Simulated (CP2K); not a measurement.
Band structure of BaSn3Pd (I4mm, 5 atoms in the cell).

```
CELL_PARAMETERS angstrom
      6.62875     0.00000     0.00000
      2.95211     5.93509     0.00000
     -4.79043    -2.96755     3.49081
ATOMIC_POSITIONS crystal
  Ba 0.99999 0.99999 0.00000
  Sn 0.24954 0.74954 0.50000
  Sn 0.74954 0.24954 0.50000
  Sn 0.41256 0.41256 0.00000
  Pd 0.65038 0.65038 0.00000
```

Method of the run: CP2K with LDA (Pade form), GPW, TZVP-MOLOPT-SR-GTH basis, GTH-PADE potentials (GTH_POTENTIALS).

Settings: CUTOFF = 500 Ry; REL_CUTOFF = 50 Ry; SMEAR/METHOD = FERMI_DIRAC; ELECTRONIC_TEMPERATURE = 580.23 K; KPOINTS/SCHEME = MONKHORST-PACK 5 5 5; XC_FUNCTIONAL = PADE; Ba/BASIS_SET = TZVP-MOLOPT-SR-GTH-q10; Ba/POTENTIAL = GTH-PADE-q10; Sn/BASIS_SET = TZVP-MOLOPT-SR-GTH-q4; Sn/POTENTIAL = GTH-PADE-q4; Pd/BASIS_SET = TZVP-MOLOPT-SR-GTH-q18; Pd/POTENTIAL = GTH-PADE-q18; METHOD = GPW; EPS_DEFAULT = 1e-10.

The starting cell comes from a database of computed structures (which also holds hypothetical and non-ambient phases and stackings), without a prior relaxation at this level. Spin polarisation is off. Values carry the incompleteness of an atom-centred basis.

Levels in eV from the Fermi level, bands 17 to 22:
| point | 17 | 18 | 19 | 20 | 21 | 22 |
|---|---|---|---|---|---|---|
| Γ | -2.47 | -1.71 | -1.71 | 0.35 | 0.53 | 0.53 |
| X | -2.76 | -1.94 | -1.91 | -1.90 | 1.85 | 2.44 |
| Y | -2.68 | -2.22 | -1.74 | -1.39 | 1.74 | 2.29 |
| S | -1.84 | -1.64 | -0.94 | -0.35 | 0.51 | 1.03 |
| Z | -2.16 | -2.16 | -0.11 | 1.22 | 1.43 | 1.43 |
| S1 | -1.84 | -1.64 | -0.94 | -0.35 | 0.51 | 1.03 |
| N | -2.52 | -1.61 | -0.65 | -0.09 | 0.15 | 1.09 |
| P | -2.84 | -1.90 | -1.90 | -1.75 | 1.10 | 2.79 |
| Y1 | -2.68 | -2.22 | -1.74 | -1.39 | 1.74 | 2.29 |

Bands cross the Fermi level along this path, so the cell is metallic at this level.

Higher empty bands are left out: an atom-centred basis made for the valence describes them poorly.
